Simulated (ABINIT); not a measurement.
Band structure of CsCdCl₃ (Pm-3m, 5 atoms in the cell).

```yaml
crystal:
  lattice:
    - [5.32020, 0.00000, 0.00000]
    - [0.00000, 5.32020, 0.00000]
    - [0.00000, 0.00000, 5.32020]
  atoms:
    - { symbol: Cs, position: [0.00000, 0.00000, 0.00000] }
    - { symbol: Cd, position: [0.50000, 0.50000, 0.50000] }
    - { symbol: Cl, position: [0.00000, 0.50000, 0.50000] }
    - { symbol: Cl, position: [0.50000, 0.00000, 0.50000] }
    - { symbol: Cl, position: [0.50000, 0.50000, 0.00000] }
```

Level of theory: LDA (PW92), PAW (JTH v2.0 LDA PAW) (plane waves; ABINIT).

Settings: pseudos = [Cs.LDA_PW-JTH.xml, Cd.LDA_PW-JTH.xml, Cl.LDA_PW-JTH.xml]; ecut = 707 eV; pawecutdg = 1415 eV; occopt = 1; ngkpt = 5 5 5; nshiftk = 1; shiftk = 0 0 0; potentials = JTH v2.0 LDA PAW; kptopt = 1; nstep = 80; toldfe1 = 1e-09 Ha; ndtset = 2; getden2 = 1.

The starting cell comes from a database of computed structures (which also holds hypothetical and non-ambient phases and stackings), without a prior relaxation at this level. Its lattice was rescaled by a random factor within 2.5 % of one.

These are the values that this program gave, and no reference: the one-centre exchange-correlation terms come from a truncated expansion.

Task: Predict the gap along the standard path and the places of the band edges.

Result: The gap along the path is 1.37 eV, from R to Γ; the smallest direct gap on it is 1.80 eV.

Levels in eV from the top of the valence band on the SCF mesh, bands 18 to 24:
| point | 18 | 19 | 20 | 21 | 22 | 23 | 24 |
|---|---|---|---|---|---|---|---|
| Γ | -0.57 | -0.31 | -0.31 | -0.31 | 1.49 | 5.67 | 6.22 |
| X | -0.59 | -0.59 | -0.52 | -0.52 | 4.06 | 6.96 | 7.42 |
| M | -0.74 | -0.74 | -0.02 | 0.11 | 5.71 | 7.04 | 7.04 |
| R | 0.00 | 0.00 | 0.12 | 0.12 | 5.80 | 5.80 | 5.80 |
